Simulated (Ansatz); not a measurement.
Functionals compared on a constructed model of the (0001) surface of hcp Os, a pseudomorphic layer of Ti in the host's stacking (bottom of the slab: a bare face, its two planes held), in Ansatz (plane waves, PAW). The structure was relaxed with PBE; the other rows are single points on it. Cutoff 420 eV (500 eV for r2SCAN).

Model: 7-atom slab, 13.6 Å thick at the start, 16x16x1 mesh, Fermi-Dirac 0.1 eV, dipole correction, 2 atoms held, the rest relaxed; start symmetry kept, larger cells not searched; no spin, no spin-orbit, no U. It is one candidate, not shown to be the stable structure of the face. These notes are the PBE run's.

```json
[
 {"functional": "PBE", "work function of the top face (eV)": "4.43", "rough cost of the single point": "–"},
 {"functional": "RPBE", "work function of the top face (eV)": "4.29", "rough cost of the single point": "about 40 core-seconds (a rough figure)"},
 {"functional": "r2SCAN", "work function of the top face (eV)": "___", "rough cost of the single point": "very roughly 80 core-seconds"}
]
```

What belongs in the gaps?


- r2SCAN, work function of the top face (eV): 4.45

Ansatz is a quantum-chemistry and plane-wave program.
